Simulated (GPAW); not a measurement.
# A self-consistent single point of TiCo (Pm-3m, 2 atoms in the cell) with GPAW

Computed with PBE, GPAW PAW datasets PBE (gpaw-data 1.0.1) (plane waves; GPAW).

The input file:

```python
from ase import Atoms
from ase.units import GPa
from gpaw import GPAW

atoms = Atoms(['Ti', 'Co'],
              cell=[[2.923103, 0.000000, 0.000000],
                    [0.000000, 2.923103, 0.000000],
                    [0.000000, 0.000000, 2.923103]],
              positions=[[0.000000, 0.000000, 0.000000],
                         [1.461551, 1.461551, 1.461551]],
              pbc=True)

atoms.set_initial_magnetic_moments([1.0, 3.0])

calc = GPAW(spinpol=True,
            mode={'name': 'pw', 'ecut': 850},
            xc='PBE',
            kpts=(15, 15, 15),
            occupations={'name': 'methfessel-paxton', 'width': 0.272, 'order': 0},
            nbands=-6,
            convergence={'density': 1e-05, 'energy': 1e-05},
            symmetry={'symmorphic': False, 'tolerance': 0.0005},
            maxiter=150)

atoms.calc = calc

energy = atoms.get_potential_energy()
print('Energy (eV):', round(energy, 6))
forces = atoms.get_forces()
print('Forces (eV/Ang):')
print(forces.round(5))
stress = atoms.get_stress()
print('Stress (GPa, Voigt):', (stress / GPa).round(4))
```

Log, with long lists cut:

```
Input parameters:
  convergence: {density: 1e-05,
                energy: 1e-05}
  kpts: [15 15 15]
  maxiter: 150
  mode: {ecut: 850,
         name: pw}
  nbands: -6
  occupations: {name: methfessel-paxton,
                order: 0,
                width: 0.272}
  spinpol: True
  symmetry: {symmorphic: False,
             tolerance: 0.0005}
  xc: PBE

species:
  Ti:
    name: Titanium
    Z: 22.0
    valence: 12
    core: 10
    charge: 0.0
    file: Ti.PBE.gz

    # Using partial waves for Ti as LCAO basis

  Co:
    name: Cobalt
    Z: 27.0
    valence: 9
    core: 18
    charge: 0.0
    file: Co.PBE.gz

    # Using partial waves for Co as LCAO basis

Reference energy: -61126.724187  # eV

Spin-polarized calculation.
Initial magnetic moment: 4.000000

Convergence criteria:
 Maximum [total energy] change in last 3 cyles: 1e-05 eV / valence electron
 Maximum integral of absolute [dens]ity change: 1e-05 electrons / valence electron
 Maximum integral of absolute [eigenst]ate change: 4e-08 eV^2 / valence electron
 Maximum number of scf [iter]ations: 150

Symmetries present (total): 48
Symmetries with fractional translations: 0
3375 k-points: 15 x 15 x 15 Monkhorst-Pack grid
120 k-points in the irreducible part of the Brillouin zone
       k-points in crystal coordinates                weights
   0:     0.00000000    0.00000000    0.00000000          1/3375
   1:     0.06666667    0.00000000    0.00000000          6/3375
   2:     0.06666667    0.06666667    0.00000000         12/3375
   [... 7 lines left out ...]
          ...
 119:     0.46666667    0.46666667    0.46666667          8/3375

Wave functions: Plane wave expansion
  Cutoff energy: 850.000 eV
  Number of coefficients (min, max): 1365, 1423
  Pulay-stress correction: 0.000000 eV/Ang^3 (de/decut=0.000000)

Occupation numbers: Methfessel-Paxton:
  width: 0.2720  # eV
  order: 0

Eigensolver

Densities:
  Coarse grid: 20*20*20 grid
  Fine grid: 40*40*40 grid
  Total Charge: 0.000000

Density mixing:
  Method: difference
  Backend: pulay
  Linear mixing parameter: 0.05
  old densities: 5
  Damping of long wavelength oscillations: 50

Hamiltonian:
  XC and Coulomb potentials evaluated on a 40*40*40 grid
  External potential:
    NoExternalPotential

XC parameters: PBE with 2 nearest neighbor stencil

Number of atoms: 2
Number of atomic orbitals: 22
Number of bands in calculation: 18
Number of valence electrons: 21
Bands to converge: occupied

Density initialized from atomic densities
  18 bands from LCAO basis set

Atomic positions and initial magnetic moments

Positions:
   0 Ti     0.000000    0.000000    0.000000    ( 0.0000,  0.0000,  1.0000)
   1 Co     1.461551    1.461551    1.461551    ( 0.0000,  0.0000,  3.0000)

Unit cell:
           periodic     x           y           z      points  spacing
  1. axis:    yes    2.923103    0.000000    0.000000    20     0.1462
  2. axis:    yes    0.000000    2.923103    0.000000    20     0.1462
  3. axis:    yes    0.000000    0.000000    2.923103    20     0.1462

  Lengths:   2.923103   2.923103   2.923103
  Angles:   90.000000  90.000000  90.000000

Effective grid spacing dv^(1/3) = 0.1462
     iter     time        total  log10-change:  magmom
                         energy   eigst   dens
iter:   1 --:--:--   -15.429635                   +4.0102
iter:   2 --:--:--   -16.038886   -0.94  -1.32    +1.9478
iter:   3 --:--:--   -15.915516   -1.47  -1.35    +0.8452
iter:   4 --:--:--   -16.225120   -1.37  -1.47    +0.8367
iter:   5 --:--:--   -16.637537   -0.61  -1.42    +0.8047
iter:   6 --:--:--   -16.555579   -2.14  -1.34    +0.7688
   [... 19 lines left out ...]
iter:  26 --:--:--   -15.735940   -5.78  -2.69    +0.7083
iter:  27 --:--:--   -15.735810   -5.77  -2.72    +0.7069
iter:  28 --:--:--   -15.736408   -5.33  -2.78    +0.7060
iter:  29 --:--:--   -15.735159   -4.44  -2.65    +0.7071
iter:  30 --:--:--   -15.734975   -4.85  -3.23    +0.7066
iter:  31 --:--:--   -15.735026c  -5.73  -3.68    +0.7080
iter:  32 --:--:--   -15.734382   -4.56  -3.75    +0.6799
iter:  33 --:--:--   -15.733995   -4.45  -3.42    +0.6623
iter:  34 --:--:--   -15.734494   -5.34  -3.15    +0.6710
iter:  35 --:--:--   -15.733981   -4.14  -2.95    +0.6506
   [... lines left out ...]
iter:  82 --:--:--   -15.734381   -5.85  -3.50    +0.6778
iter:  83 --:--:--   -15.734338c  -7.80c -3.44    +0.6762
iter:  84 --:--:--   -15.734309c  -6.58  -3.46    +0.6761
iter:  85 --:--:--   -15.734316c  -8.50c -3.68    +0.6762
iter:  86 --:--:--   -15.734313c  -5.98  -3.63    +0.6770
iter:  87 --:--:--   -15.734285c  -7.39  -4.57    +0.6759
iter:  88 --:--:--   -15.734152c  -6.12  -4.98    +0.6708
iter:  89 --:--:--   -15.734020   -6.05  -4.79    +0.6659
iter:  90 --:--:--   -15.734007c  -7.27  -4.35    +0.6654
iter:  91 --:--:--   -15.734035c  -7.52c -4.15    +0.6664
iter:  92 --:--:--   -15.733987c  -7.12  -4.09    +0.6646
iter:  93 --:--:--   -15.733909c  -6.54  -3.93    +0.6617
iter:  94 --:--:--   -15.733899c  -7.72c -3.79    +0.6614
iter:  95 --:--:--   -15.733903c  -7.58c -3.81    +0.6616
iter:  96 --:--:--   -15.733928c  -5.97  -3.96    +0.6613
iter:  97 --:--:--   -15.733903c  -6.26  -3.40    +0.6616
iter:  98 --:--:--   -15.733899c  -6.34  -3.80    +0.6616
iter:  99 --:--:--   -15.733899c  -7.94c -5.07c   +0.6616
Converged after 99 iterations.

Dipole moment: (-0.000002, -0.000002, -0.000002) |e|*Ang

Total magnetic moment: (0.000000, 0.000000, 0.661559)
Local magnetic moments:
   0 Ti ( 0.000000,  0.000000, -0.002056)
   1 Co ( 0.000000,  0.000000,  0.699147)

Energy contributions relative to reference atoms: (reference = -61126.724187)

Kinetic:        +21.765769
Potential:      -19.274604
External:        +0.000000
XC:             -18.183150
Entropy (-ST):   -0.076594
Local:           -0.003618
SIC:             +0.000000
--------------------------
Free energy:    -15.772196
Extrapolated:   -15.733899

Spin contamination: 0.066782 electrons
Showing only first 2 kpts
                      Up                     Down
 Kpt  Band  Eigenvalues  Occupancy  Eigenvalues  Occupancy
  0     8      9.22180    1.00000      9.63518    1.00000
  0     9      9.22180    1.00000      9.63518    1.00000
  0    10     11.69634    0.00064     12.13814    0.00000
  0    11     11.69634    0.00064     12.13814    0.00000

  1     8      9.21476    1.00000      9.62839    1.00000
  1     9      9.23785    1.00000      9.65321    1.00000
  1    10     11.65088    0.00143     12.08348    0.00000
  1    11     11.71507    0.00046     12.15901    0.00000

Fermi level: 11.07737

No gap
No difference between direct/indirect transitions
Energy (eV): -15.733899

Forces in eV/Ang:
  0 Ti   -0.00000   -0.00000   -0.00000
  1 Co    0.00000    0.00000    0.00000

Stress tensor:
    -0.075563     0.000000     0.000000
     0.000000    -0.075563     0.000000
     0.000000     0.000000    -0.075563
Stress (GPa, Voigt): [-12.1066 -12.1066 -12.1066   0.       0.       0.    ]
```

The run converged in 99 iterations. GPAW prints stress with tension positive.

The starting cell comes from a database of computed structures (which also holds hypothetical and non-ambient phases and stackings), without a prior relaxation at this level. Its lattice was rescaled by a random factor within 2.5 % of one. The moments shrank to a small part of their start, a low-spin state that need not be the lowest. With a pressure of about 12 GPa the cell is away from its equilibrium volume at this level.

Cost on one core of a shared machine: roughly 4 min.
